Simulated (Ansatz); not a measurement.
Data:

```xyz
2
Lattice="2.8436 0.0000 0.0000 1.4218 2.4626 0.0000 0.0000 0.0000 4.6735" Properties=species:S:1:pos:R:3 pbc="T T T"
Ti     2.8436     1.6418     3.5051
Ti     1.4218     0.8209     1.1684
```

No spin polarisation.

Method: PBEsol, PAW, 420 eV (Ansatz, a quantum-chemistry and plane-wave program; no spin-orbit coupling). Γ-centred 23×23×13 mesh, Fermi–Dirac width 0.1 eV.

Question: What band gap does the calculation give?

Answer: Zero.

Question: Estimate the mean in-plane stress (compression positive).

Answer: +4.2 GPa.

Question: What is the computed space group?

Answer: P6_3/mmc (No. 194).

The cells carry an imposed strain or load. No phonon test of stability was made. All final runs are without spin polarisation. The cell was made from Ti in the hcp (Mg type) structure (space group P6_3/mmc, No. 194) by this change: biaxial strain −2.00 %, plane normal [001], relaxed out of plane.
